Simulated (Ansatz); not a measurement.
System: B2O3 (model structure, started from the corundum type, R-3c, No. 167, 10 atoms in the cell). Method: r²SCAN in Ansatz (PAW).

Input file:

Ansatz 0.2 input:
```yaml
crystal:
  lattice:
    - [2.1816754439, 1.2595909048, 6.1809600632]
    - [-2.1816754439, 1.2595909048, 6.1809600632]
    - [0.0, -2.5191818097, 6.1809600632]
  atoms:
    - { symbol: B, position: [0.4156398109, 0.4156398109, 0.4156398109] }
    - { symbol: B, position: [0.0843601891, 0.0843601891, 0.0843601891] }
    - { symbol: B, position: [0.5843601891, 0.5843601891, 0.5843601891] }
    - { symbol: B, position: [0.9156398109, 0.9156398109, 0.9156398109] }
    - { symbol: O, position: [0.6287124159, 0.8712875841, 0.25] }
    - { symbol: O, position: [0.25, 0.6287124159, 0.8712875841] }
    - { symbol: O, position: [0.8712875841, 0.25, 0.6287124159] }
    - { symbol: O, position: [0.3712875841, 0.1287124159, 0.75] }
    - { symbol: O, position: [0.75, 0.3712875841, 0.1287124159] }
    - { symbol: O, position: [0.1287124159, 0.75, 0.3712875841] }
basis:
  ecutwfc: 560
  ecutrho_ratio: 4
  xc_grid: 3
kpoints:
  mp_grid: { grid: [10, 10, 10] }
  band_path:
    path:
      - [0.0, 0.0, 0.0]
      - [0.125, 0.125, 0.125]
      - [0.25, 0.25, 0.25]
      - [0.375, 0.375, 0.375]
      - [0.5, 0.5, 0.5]
      - [0.538206, 0.461794, 0.5]
      - [0.576412, 0.423588, 0.5]
      - [0.614618, 0.385382, 0.5]
      - [0.652824, 0.347176, 0.5]
      - [0.69103, 0.30897, 0.5]
      - [0.729236, 0.270764, 0.5]
      - [0.767442, 0.232558, 0.5]
      - [0.805648, 0.194352, 0.5]
      - [0.5, -0.194352, 0.194352]
      - [0.5, -0.155482, 0.155482]
      - [0.5, -0.116611, 0.116611]
      - [0.5, -0.077741, 0.077741]
      - [0.5, -0.03887, 0.03887]
      - [0.5, 0.0, 0.0]
      - [0.4375, 0.0, 0.0]
      - [0.375, 0.0, 0.0]
      - [0.3125, 0.0, 0.0]
      - [0.25, 0.0, 0.0]
      - [0.1875, 0.0, 0.0]
      - [0.125, 0.0, 0.0]
      - [0.0625, 0.0, 0.0]
      - [0.034718, -0.034718, 0.0]
      - [0.069435, -0.069435, 0.0]
      - [0.104153, -0.104153, 0.0]
      - [0.13887, -0.13887, 0.0]
      - [0.173588, -0.173588, 0.0]
      - [0.208306, -0.208306, 0.0]
      - [0.243023, -0.243023, 0.0]
      - [0.277741, -0.277741, 0.0]
      - [0.312459, -0.312459, 0.0]
      - [0.347176, -0.347176, 0.0]
      - [0.652824, 0.0, 0.347176]
      - [0.601883, 0.0, 0.398117]
      - [0.550941, 0.0, 0.449059]
      - [0.5, 0.0, 0.5]
      - [0.4375, 0.0, 0.4375]
      - [0.375, 0.0, 0.375]
      - [0.3125, 0.0, 0.3125]
      - [0.25, 0.0, 0.25]
      - [0.1875, 0.0, 0.1875]
      - [0.125, 0.0, 0.125]
      - [0.0625, 0.0, 0.0625]
    npoints: 1
hamiltonian:
  xc: r2scan
  dispersion: none
  pseudopotentials: { kind: paw }
scf:
  occupations: { method: fermi_dirac, width: 0.01 }
  convergence: { dr2_threshold: 0.000000001 }
output:
  forces: true
  stress: true
  eigenvalues: true
  write_bands: true
```

From the output:

```
Crystal: 10 atoms, lattice volume = 101.912 Å³
Basis set: ecut = 560 eV, 3107 PW (Γ), FFT grids on a1−a3, a2−a3, a3, exchange–correlation on 108×108×162 points (27 copies of the dense FFT grid, shifted against one another)
Bands: 34, of which v1, the nominal top of the filled ones, is band 24 counted from 1 (23 counted from 0)
Symmetry: 12 space group operations
Space group: R-3c (ITA 167), of the structure as read, at distance tolerance 4.7e-5 Å
k-points: 116 of 1000
Functional: x = r2scan, c = r2scan; τ floored in thin density (d = 2e-4 eV/Å³)
SCF iter   1: F=—  HF=-4046.848952 eV  |F-HF|=—  |Δ(HF+E_count)|=         —  Δρ=9.83e-3  dr2=8.67e-2  dr2_τ=1.29e0
SCF iter   2: F=—  HF=-4047.186570 eV  |F-HF|=—  |Δ(HF+E_count)|=   3.38e-1  Δρ=5.73e-3  dr2=2.03e-2  dr2_τ=1.88e-3
  ...
SCF iter   7: F=—  HF=-4047.184395 eV  |F-HF|=—  |Δ(HF+E_count)|=   3.92e-8  Δρ=1.98e-6  dr2=2.67e-9  dr2_τ=4.66e-10
SCF iter   8: F=-4047.184395 eV  HF=-4047.184395 eV  |F-HF|=4.82e-11  |Δ(HF+E_count)|=  9.97e-10  Δρ=2.90e-7  dr2=5.17e-11  dr2_τ=6.78e-12
SCF 1 converged in 8 iterations: F = -4047.184395 eV  dr2 = 5.17e-11
SCF converged after 8 iterations
Free energy (F): -4047.184395 eV
Internal energy: -4047.184395 eV  (E = F + TS)
E sigma→0 (E₀):  -4047.184395 eV
Fermi energy:    3.998743 eV
--- Forces (eV/Å), atoms counted from 1 ---
  atom   1  B     -0.00000000    -0.00000000     0.00011639
  atom   2  B     -0.00000000     0.00000000    -0.00011639
  atom   3  B      0.00000000     0.00000000    -0.00011639
  atom   4  B      0.00000000    -0.00000000     0.00011639
  atom   5  O      0.00054920     0.00000000     0.00000000
  atom   6  O     -0.00027460     0.00047562     0.00000000
  atom   7  O     -0.00027460    -0.00047562    -0.00000000
  atom   8  O     -0.00054920    -0.00000000    -0.00000000
  atom   9  O      0.00027460    -0.00047562    -0.00000000
  atom  10  O      0.00027460     0.00047562     0.00000000
--- Stress (GPa, compression-positive) ---
       -0.007634      -0.000000      -0.000000
       -0.000000      -0.007634      -0.000000
       -0.000000      -0.000000       0.001468
  P = ⅓ Tr σ = -0.0046 GPa (-0.046 kbar)
```

The PAW data were made under PBE.

Note: the relaxation could raise the start's symmetry but not lower it, so the cell can be a saddle point. Note: the cell has widely spaced layers and the level no dispersion term, so their spacing and the moduli can rest on weak binding.

A model structure was made by putting elements into a prototype or built by hand; it is no filed structure, need not be a known phase, and can be a saddle point held by its symmetry.

Ansatz is a program for electronic structure.
